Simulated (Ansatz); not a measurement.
**Several settings converged on a (100) slab of CdHgSe2 (cut from a parent of space group no. 115; 8 atoms in the cell)**

```xyz
8
Lattice="4.3424 0.0000 0.0000 0.0000 6.1284 0.0000 0.0000 0.0000 20.5137" Properties=species:S:1:pos:R:3 pbc="T T T"
Cd     2.1712     3.0642     7.0000
Hg     0.0000     0.0000     9.1712
Se     2.1712     1.5506     9.1712
Se     0.0000     4.5779     7.0000
Cd     2.1712     3.0642    11.3425
Hg     0.0000     0.0000    13.5137
Se     2.1712     1.5506    13.5137
Se     0.0000     4.5779    11.3425
```

Base method: LDA (PW92), default PAW files made with PBE (plane waves; Ansatz, a program for electronic structure).

Base settings: basis.ecutwfc = 420 eV; kpoints.mp_grid.grid = 4 3 1; hamiltonian.xc = lda; hamiltonian.pseudopotentials = {kind: paw} (the program's default PAW files); scf.occupations.method = gaussian; scf.occupations.width = 0.1 eV.

The count of work is k-points × plane waves × bands × iterations; it is no time. Core times come from one kind of shared machine, to one figure; runs under 30 s give none.

**The vacuum**

The mesh stays at the base's, so the ladder's end is converged at best in this setting alone.

Only quantities that move along the ladder and can be compared are tabulated.

| vacuum between outermost atoms (Å) | free energy less the last step's (meV/atom) | largest difference of a force vector from the last step's (eV/Å) | count of work / last |
|---|---|---|---|
| 3.0 | -87.63 | 1.091 | 0.20 |
| 4.0 | -15.75 | 0.287 | 0.22 |
| 5.0 | -2.62 | 0.073 | 0.32 |
| 6.0 | -0.76 | 0.028 | 0.31 |
| 7.0 | -0.41 | 0.016 | 0.33 |
| 8.0 | -0.26 | 0.012 | 0.35 |
| 10.0 | -0.15 | 0.008 | 0.40 |
| 12.0 | -0.10 | 0.006 | 0.51 |
| 14.0 | -0.07 | 0.005 | 0.56 |
| 17.0 | -0.05 | 0.003 | 0.64 |
| 20.0 | -0.02 | 0.002 | 0.72 |
| 25.0 | -0.01 | 0.001 | 0.86 |
| 30.0 | 0.00 | 0.000 | 1.0 |

Smallest vacuum between outermost atoms (Å) that holds the free energy within 2 meV/atom of the last step, with all finer ones: 6.0, at 0.31 of the last step's count of work; the step before is off by 2.6 meV/atom.

Smallest vacuum between outermost atoms (Å) that holds the forces within 0.02 eV/Å of the last step, with all finer ones: 7.0, at 0.33 of the last step's count of work; the step before is off by 0.028 eV/Å.

**The k-point mesh**

Only quantities that move along the ladder and can be compared are tabulated.

| kpoints.mp_grid.grid | free energy less the last step's (meV/atom) | largest difference of a force vector from the last step's (eV/Å) | count of work / last | core time / last (rough) |
|---|---|---|---|---|
| 2 1 1 | 83.97 | 0.301 | 0.042 | – |
| 2 2 1 | 97.76 | 0.279 | 0.083 | – |
| 3 2 1 | 21.41 | 0.072 | 0.083 | – |
| 4 3 1 | 6.07 | 0.022 | 0.12 | – |
| 5 4 1 | 1.97 | 0.007 | 0.19 | – |
| 6 4 1 | 0.76 | 0.004 | 0.25 | 0.2 |
| 7 5 1 | 0.32 | 0.002 | 0.25 | 0.3 |
| 8 6 1 | 0.15 | 0.001 | 0.42 | 0.5 |
| 9 7 1 | 0.08 | 0.001 | 0.42 | 0.4 |
| 10 8 1 | 0.04 | 0.000 | 0.62 | 0.6 |
| 12 9 1 | 0.01 | 0.000 | 0.73 | 0.7 |
| 14 10 1 | 0.00 | 0.000 | 1.0 | 1 |

Coarsest kpoints.mp_grid.grid that holds the forces within 0.005 eV/Å of the last step, with all finer ones: 6 4 1, at 0.25 of the last step's count of work and about 0.2 of the last step's time; the step before is off by 0.007 eV/Å.

Coarsest kpoints.mp_grid.grid that holds the free energy within 5 meV/atom of the last step, with all finer ones: 5 4 1, at 0.19 of the last step's count of work; the step before is off by 6.1 meV/atom.

On the base run: the starting cell comes from a database of computed structures (which also holds hypothetical and non-ambient phases and stackings), without a prior relaxation at this level. The slab is cut from that crystal, and its faces are unrelaxed. Its lattice was rescaled by up to half a per cent. Spin polarisation is off, though cut faces can carry moments. The two faces of this cut differ, and no dipole correction was used. In the base run, forces exceed 1 eV/Å.

Keys are those of Ansatz 0.2.
